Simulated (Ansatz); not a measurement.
A. Ba in the bcc (W type) structure
B. Al (fcc (Cu type), Fm-3m)
C. ZrN in the rock salt structure
D. fcc (Cu type) Pd

Rank these crystals by volume expansion coefficient at 300 K, lowest first, as the quasi-harmonic free energy on PBEsol density-functional theory in Ansatz (plane waves, PAW) gives it.

C (20.0 × 10⁻⁶ K⁻¹), D (34.6 × 10⁻⁶ K⁻¹), A (59.9 × 10⁻⁶ K⁻¹), B (63.2 × 10⁻⁶ K⁻¹)

 Spin-orbit coupling is not included. The runs of Al (PBEsol) noted for some cells that some bands missed the eigensolver's tolerance; how far this moves their values was not measured.

No phase change or melting is allowed for: the numbers belong to this structure as given.

Ansatz is a program for electronic structure.
